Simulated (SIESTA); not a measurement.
Troubleshooting SIESTA: a failed run on SrBeO3 (Pm-3m, 5 atoms in the cell). The aim is a self-consistent single point with DFT, LDA PW92, numerical atomic orbitals TZP, PseudoDojo LDA standard norm-conserving potentials (rewritten from UPF to PSML).

Cell that was meant: a = 3.7339 Å, b = 3.7339 Å, c = 3.7339 Å, α = 90.00°, β = 90.00°, γ = 90.00°.

Part of the input:

```
OccupationMPOrder            0
ElectronicTemperature        0.1 eV

MaxSCFIterations             2
SCF.Mixer.Method             Pulay
SCF.Mixer.Weight             0.1
SCF.Mixer.History            8
```

Output, abridged:

```
        iscf     Eharris(eV)        E_KS(eV)     FreeEng(eV)     dDmax    Ef(eV) dHmax(eV)
   scf:    1    -2639.935550    -2655.559586    -2655.591427  5.181137-10.429297  5.507516
   scf:    2    -2655.974514    -2655.771220    -2655.803448  0.162306-10.268906  4.774014
SCF_NOT_CONV: SCF did not converge in maximum number of steps (required).
SCF_NOT_CONV: SCF did not converge in maximum number of steps (required).
Geom step, scf iteration, dDmax, dHmax:    0     2      0.162306     0.350884
Geom step, scf iteration, dDmax, dHmax:    0     2      0.162306     0.350884

ABNORMAL_TERMINATION
ABNORMAL_TERMINATION
Stopping Program from Node:    0
Stopping Program from Node:    0
```

### Question
Find the mistake and give the fix.

### Answer
The fault is an iteration limit that is too low. The loop is cut before its threshold is met, so whatever is printed at the end is not self-consistent. To fix it, raise the limit, or leave it to the default. The run ended unconverged after 2 iterations.

The sound input it was made from differs as follows (other fixes are possible):
```diff
-MaxSCFIterations             2
+MaxSCFIterations             150
```

With that input, the run converged in 13 iterations: free energy E − TS -2656.3140 eV; Fermi level (on the code's own zero) -9.54 eV; pressure -12.73 GPa (DFT, LDA PW92, numerical atomic orbitals TZP, PseudoDojo LDA standard norm-conserving potentials (rewritten from UPF to PSML)).

On the sound input: the starting cell comes from a database of computed structures (which also holds hypothetical and non-ambient phases and stackings), without a prior relaxation at this level. Values carry the incompleteness of an atom-centred basis. With a pressure of about -13 GPa the cell is away from its equilibrium volume at this level. The run gives no clean gap (levels at the Fermi energy touch, overlap or are partly filled at this smearing), which alone does not show that the compound is a metal.
